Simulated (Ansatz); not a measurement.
System: GaAs (model structure, started from the CsCl type, Pm-3m, No. 221, 2 atoms in the cell). Method: PBEsol (Ansatz, a first-principles code, plane waves, PAW).

Run with plane-wave cutoff 520 eV, 18×18×18 k mesh, Fermi–Dirac smearing 0.05 eV, scalar-relativistic PAW data made under PBE.

Cell (relaxed at this level):

```xyz
2
Lattice="3.3070 0.0000 0.0000 0.0000 3.3070 0.0000 0.0000 0.0000 3.3070" Properties=species:S:1:pos:R:3 pbc="T T T"
Ga     0.0000     0.0000     0.0000
As     1.6535     1.6535     1.6535
```

Estimate the bulk modulus B0 that the calculation returns.


- bulk modulus B0 = 73.2 GPa

The run finds no gap.

Note: the bulk modulus is −V dP/dV from two relaxed cells at ±2 % in volume; the relaxation could raise the start's symmetry but not lower it, so the cell can be a saddle point.

The computed numbers hold no vibrational or temperature effects.

A model structure was made by putting elements into a prototype or built by hand; it is no filed structure, need not be a known phase, and can be a saddle point held by its symmetry.
